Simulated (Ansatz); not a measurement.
Levels about the gap of amorphous Pb₂₄Si₂₄O₇₂ (120 atoms in a cell of 1939 Å³, 5.82 g/cm³; zone centre alone, so wide bands show as single levels with stretches between that a denser mesh fills), at the geometry that PBE-D3(BJ) relaxed, where it gives 0.0 GPa on a denser mesh. The participation number counts the atoms over which a state spreads; weights are charges in smoothed Voronoi cells. The levels come from a single point, so bond lengths are those of that geometry. Method of the levels: PBE-D3(BJ), scalar-relativistic without spin-orbit coupling (Ansatz, an electronic-structure program). Sampling: the zone centre alone; Fermi-Dirac width 0.02 eV; no spin polarisation. At PBE the levels at the filled edge of the gap are localised (band-tail or defect states).

It comes from a melt-quench run on a machine-learned potential (CHGNet), relaxed afterwards by DFT. O atoms were pushed apart under 1.9 Å during the dynamics, to hinder bonds among them. The hot cell started wider than the set density and was brought back towards it in steps. It is the lowest in DFT energy of 4 quenches. It is a model cell: composition and starting density were chosen by hand, and all elements were melted together. The geometry includes D3(BJ) dispersion. Its density started from a set value of 5.71 and ended at 5.82 g/cm³. Cooling (nominally 110 K/ps over its main leg) ran many orders faster than in experiment, which tends to leave more defects and strain. One small periodic cell is one sample of the glass; other quenches scatter about these values. Volume and shape were free in the relaxation.

```json
[
 {"E - E(highest filled), eV": "-0.38", "filling": "filled", "participation number": "39.2", "largest on": "O, 3 neighbours", "weight O": "0.74", "weight Pb": "0.23", "weight Si": "0.02"},
 {"E - E(highest filled), eV": "-0.28", "filling": "filled", "participation number": "22.1", "largest on": "O, 4 neighbours", "weight O": "0.76", "weight Pb": "0.22", "weight Si": "0.02"},
 {"E - E(highest filled), eV": "-0.26", "filling": "filled", "participation number": "20.6", "largest on": "O, 4 neighbours", "weight O": "0.72", "weight Pb": "0.26", "weight Si": "0.02"},
 {"E - E(highest filled), eV": "-0.22", "filling": "filled", "participation number": "42.5", "largest on": "O, 3 neighbours", "weight O": "0.74", "weight Pb": "0.23", "weight Si": "0.02"},
 {"E - E(highest filled), eV": "-0.21", "filling": "filled", "participation number": "37.2", "largest on": "O, 3 neighbours", "weight O": "0.71", "weight Pb": "0.26", "weight Si": "0.03"},
 {"E - E(highest filled), eV": "-0.13", "filling": "filled", "participation number": "25.5", "largest on": "O, 3 neighbours", "weight O": "0.75", "weight Pb": "0.22", "weight Si": "0.03"},
 {"E - E(highest filled), eV": "0.00", "filling": "filled", "participation number": "15.6", "largest on": "O, 3 neighbours", "weight O": "0.74", "weight Pb": "0.25", "weight Si": "0.02"},
 {"E - E(highest filled), eV": "2.72", "filling": "empty", "participation number": "12.3", "largest on": "Pb, 3 neighbours", "weight O": "0.40", "weight Pb": "0.59", "weight Si": "0.01"},
 {"E - E(highest filled), eV": "3.02", "filling": "empty", "participation number": "32.0", "largest on": "Pb, 4 neighbours", "weight O": "0.44", "weight Pb": "0.53", "weight Si": "0.03"},
 {"E - E(highest filled), eV": "3.09", "filling": "empty", "participation number": "25.7", "largest on": "Pb, 3 neighbours", "weight O": "0.44", "weight Pb": "0.52", "weight Si": "0.04"},
 {"E - E(highest filled), eV": "3.19", "filling": "empty", "participation number": "34.2", "largest on": "Pb, 5 neighbours", "weight O": "0.45", "weight Pb": "0.51", "weight Si": "0.04"},
 {"E - E(highest filled), eV": "3.24", "filling": "empty", "participation number": "36.8", "largest on": "Pb, 3 neighbours", "weight O": "0.44", "weight Pb": "0.53", "weight Si": "0.02"},
 {"E - E(highest filled), eV": "3.29", "filling": "empty", "participation number": "38.1", "largest on": "Pb, 4 neighbours", "weight O": "0.41", "weight Pb": "0.55", "weight Si": "0.03"},
 {"E - E(highest filled), eV": "3.39", "filling": "empty", "participation number": "30.3", "largest on": "Pb, 4 neighbours", "weight O": "0.45", "weight Pb": "0.52", "weight Si": "0.03"}
]
```

Most localised among these is the empty level at +2.72 eV, on a Pb atom, which has 3 neighbours (O 2.26 Å, O 2.26 Å, O 2.68 Å).
